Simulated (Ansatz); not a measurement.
**Response to strain in hypothetical rock salt YSi**

The parent structure is YSi in the rock salt structure (space group Fm-3m, No. 225; a = 5.7455 Å; a hypothetical phase, not in the database extracts checked; relaxed with 0.1 eV smearing). Axes: x, y, z lie along the cube axes.

Strains are applied to the cell and any free atomic positions relax; under biaxial strain the out-of-plane vector relaxes too.

Levels (all Ansatz, a quantum-chemistry and plane-wave program, PAW): PBEsol (420 eV, spin-orbit coupling left out); r2SCAN (500 eV, spin-orbit coupling left out).

Pressures by level, all at the geometries relaxed with PBEsol:

| case | PBEsol | r2SCAN |
|---|---|---|
| base | 0.0 GPa | 3.5 GPa |
| biaxial strain +1.07 %, plane normal [001], relaxed out of plane | -1.3 GPa | (withheld) |
| isotropic strain +2.24 % | -4.1 GPa | (withheld) |
| uniaxial strain ε_xx = −4.67 % | 4.1 GPa | (withheld) |
| uniaxial strain ε_zz = −5.63 % | 5.2 GPa | (withheld) |
| strain tensor (xx, yy, zz, yz, xz, xy) = (−1.46, +1.08, +0.67, +0.19, −0.96, +0.04) % | -0.1 GPa | 3.4 GPa |

Task: What belongs in the blanks?

Result: 
- biaxial strain +1.07 %, plane normal [001], relaxed out of plane, r2SCAN: 2.0 GPa
- isotropic strain +2.24 %, r2SCAN: -1.2 GPa
- uniaxial strain ε_xx = −4.67 %, r2SCAN: 8.1 GPa
- uniaxial strain ε_zz = −5.63 %, r2SCAN: 9.2 GPa

Single points use the geometry relaxed with PBEsol. Their cutoffs differ, which shifts pressures a little. Stability against distortions was not tested. The final runs are not spin-polarised. An odd electron count without spin: YSi. YSi has a high density of states at the Fermi level and may be magnetic at this level.
